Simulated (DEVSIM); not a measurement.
Structure: Ti/SiO2/p-Si capacitor, at 300 K.

```
layer (left to right)  material  thickness (nm)  Na (cm⁻³)
---------------------  --------  --------------  ---------
1                          SiO2            23.0          -
2                            Si             690       7e17
```

Metal gate on the left, work function 4.33 eV. Fixed charge at the semiconductor interface -1.2e10 cm⁻² (in units of +e); no interface traps.

This is a model device: material constants are rounded textbook-type values typed into the input, and sizes, dopings and lifetimes were drawn at random. Values at 300 K.

```
parameter      SiO2       Si
-------------  ----  -------
gap (eV)          9    1.124
affinity (eV)   0.9     4.05
permittivity    3.9     11.7
Nc (cm⁻³)         -  2.86e19
Nv (cm⁻³)         -   3.1e19
```

DEVSIM, 1D Poisson equation in equilibrium, Boltzmann statistics, complete ionisation; no quantum confinement or tunnelling. Metal contacts follow the ideal Schottky-Mott rule: no Fermi-level pinning, no interface dipoles.

Task: Tabulate band edges, carrier densities and field at -3.75 V on the gate.

Result: Energies count from the Fermi level of the right contact; mesh points crowd at the junctions.

```json
[
 {"x (μm)": "0.000", "Ec (eV)": "7.180", "Ev (eV)": "-1.820", "n (cm⁻³)": "< 1e2", "p (cm⁻³)": "< 1e2", "field (V/cm)": "-1300000"},
 {"x (μm)": "0.001158", "Ec (eV)": "7.033", "Ev (eV)": "-1.967", "n (cm⁻³)": "< 1e2", "p (cm⁻³)": "< 1e2", "field (V/cm)": "-1300000"},
 {"x (μm)": "0.003495", "Ec (eV)": "6.738", "Ev (eV)": "-2.262", "n (cm⁻³)": "< 1e2", "p (cm⁻³)": "< 1e2", "field (V/cm)": "-1300000"},
 {"x (μm)": "0.007778", "Ec (eV)": "6.195", "Ev (eV)": "-2.805", "n (cm⁻³)": "< 1e2", "p (cm⁻³)": "< 1e2", "field (V/cm)": "-1300000"},
 {"x (μm)": "0.01643", "Ec (eV)": "5.100", "Ev (eV)": "-3.900", "n (cm⁻³)": "< 1e2", "p (cm⁻³)": "< 1e2", "field (V/cm)": "-1300000"},
 {"x (μm)": "0.02027", "Ec (eV)": "4.614", "Ev (eV)": "-4.386", "n (cm⁻³)": "< 1e2", "p (cm⁻³)": "< 1e2", "field (V/cm)": "-1300000"},
 {"x (μm)": "0.02217", "Ec (eV)": "4.374", "Ev (eV)": "-4.626", "n (cm⁻³)": "< 1e2", "p (cm⁻³)": "< 1e2", "field (V/cm)": "-1300000"},
 {"x (μm)": "0.02352", "Ec (eV)": "1.101", "Ev (eV)": "-0.023", "n (cm⁻³)": "< 1e2", "p (cm⁻³)": "1.3e19", "field (V/cm)": "-280000"},
 {"x (μm)": "0.02539", "Ec (eV)": "1.068", "Ev (eV)": "-0.056", "n (cm⁻³)": "< 1e2", "p (cm⁻³)": "3.5e18", "field (V/cm)": "-120000"},
 {"x (μm)": "0.02905", "Ec (eV)": "1.043", "Ev (eV)": "-0.081", "n (cm⁻³)": "< 1e2", "p (cm⁻³)": "1.3e18", "field (V/cm)": "-38000"},
 {"x (μm)": "0.03651", "Ec (eV)": "1.029", "Ev (eV)": "-0.095", "n (cm⁻³)": "150", "p (cm⁻³)": "8.0e17", "field (V/cm)": "-7000"},
 {"x (μm)": "0.06092", "Ec (eV)": "1.026", "Ev (eV)": "-0.098", "n (cm⁻³)": "170", "p (cm⁻³)": "7.0e17", "field (V/cm)": "-46"},
 {"x (μm)": "0.1013", "Ec (eV)": "1.026", "Ev (eV)": "-0.098", "n (cm⁻³)": "170", "p (cm⁻³)": "7.0e17", "field (V/cm)": "≈ 0"},
 {"x (μm)": "0.1834", "Ec (eV)": "1.026", "Ev (eV)": "-0.098", "n (cm⁻³)": "170", "p (cm⁻³)": "7.0e17", "field (V/cm)": "≈ 0"},
 {"x (μm)": "0.4315", "Ec (eV)": "1.026", "Ev (eV)": "-0.098", "n (cm⁻³)": "170", "p (cm⁻³)": "7.0e17", "field (V/cm)": "≈ 0"},
 {"x (μm)": "0.5751", "Ec (eV)": "1.026", "Ev (eV)": "-0.098", "n (cm⁻³)": "170", "p (cm⁻³)": "7.0e17", "field (V/cm)": "≈ 0"},
 {"x (μm)": "0.6458", "Ec (eV)": "1.026", "Ev (eV)": "-0.098", "n (cm⁻³)": "170", "p (cm⁻³)": "7.0e17", "field (V/cm)": "≈ 0"},
 {"x (μm)": "0.6816", "Ec (eV)": "1.026", "Ev (eV)": "-0.098", "n (cm⁻³)": "170", "p (cm⁻³)": "7.0e17", "field (V/cm)": "≈ 0"},
 {"x (μm)": "0.7015", "Ec (eV)": "1.026", "Ev (eV)": "-0.098", "n (cm⁻³)": "170", "p (cm⁻³)": "7.0e17", "field (V/cm)": "≈ 0"},
 {"x (μm)": "0.7079", "Ec (eV)": "1.026", "Ev (eV)": "-0.098", "n (cm⁻³)": "170", "p (cm⁻³)": "7.0e17", "field (V/cm)": "≈ 0"},
 {"x (μm)": "0.7112", "Ec (eV)": "1.026", "Ev (eV)": "-0.098", "n (cm⁻³)": "170", "p (cm⁻³)": "7.0e17", "field (V/cm)": "≈ 0"},
 {"x (μm)": "0.7130", "Ec (eV)": "1.026", "Ev (eV)": "-0.098", "n (cm⁻³)": "170", "p (cm⁻³)": "7.0e17", "field (V/cm)": "≈ 0"}
]
```
